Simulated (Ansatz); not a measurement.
System: ScAlN2 (model structure, P3m1, No. 156, 4 atoms in the cell). Method: r²SCAN in Ansatz (PAW).

Settings: plane-wave cutoff 560 eV, 12×12×8 k mesh (along the axes of the cell as run), Fermi–Dirac smearing 0.01 eV, scalar-relativistic PAW data made under PBE.

Cell (relaxed at this level):

Space group P3m1 (No. 156); a = 3.322 Å, b = 3.322 Å, c = 5.167 Å, α = 90.00°, β = 90.00°, γ = 120.00°

```tsv
atom	site	symmetry	x	y	z
Sc	1b	3m.	0.3333	0.6667	0.9908
N	1b	3m.	0.3333	0.6667	0.4082
Al	1c	3m.	0.6667	0.3333	0.5040
N	1c	3m.	0.6667	0.3333	0.8670
```

Task: Estimate the band gap and Γ–Γ gap that the calculation returns.

Result: 
* **band gap**: 3.61 eV (direct)
* **Γ–Γ gap**: 4.14 eV

Note: the relaxation could raise the start's symmetry but not lower it, so the cell can be a saddle point.

Computed values are for the static lattice.

A model structure was made by putting elements into a prototype or built by hand; it is no filed structure, need not be a known phase, and can be a saddle point held by its symmetry.

Ansatz is a program for electronic structure.
